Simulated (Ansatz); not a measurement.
# A computed series for hypothetical zinc blende CsI: pressure series

Start from CsI in the zinc blende structure (space group F-43m, No. 216; a = 8.7428 Å; a hypothetical phase, not in the database extracts checked).

Cell and atoms are relaxed at each pressure.

All numbers come from Kohn–Sham DFT with the PBE functional, run in Ansatz (an electronic-structure program) with PAW and 420 eV plane waves, spin-orbit coupling left out.

```
pressure (GPa)  volume per atom (Å³/atom)
--------------  -------------------------
0                                  83.535
0.9                                73.979
2.1                                66.880
4.5                                58.759
9                                       ?
15                                 44.647
22.5                               39.955
30                                 36.714
```

Task: Fit the third-order Birch–Murnaghan form P(V) = (3B₀/2)[(V₀/V)^(7/3) − (V₀/V)^(5/3)]·[1 + (3/4)(B₀′ − 4)((V₀/V)^(2/3) − 1)] (squares taken in P) to the rows shown and predict the withheld row.

Result: Least squares on the printed values gives V₀ = 82.276 Å³/atom, B₀ = 6.74 GPa, B₀′ = 4.2; this predicts 50.748 Å³/atom, and the run gives 50.694 Å³/atom, 0.054 lower.

Load acts through the strain it causes; cell and atoms are relaxed under it. Stability against distortions was not tested. Competing high-pressure phases were not computed.
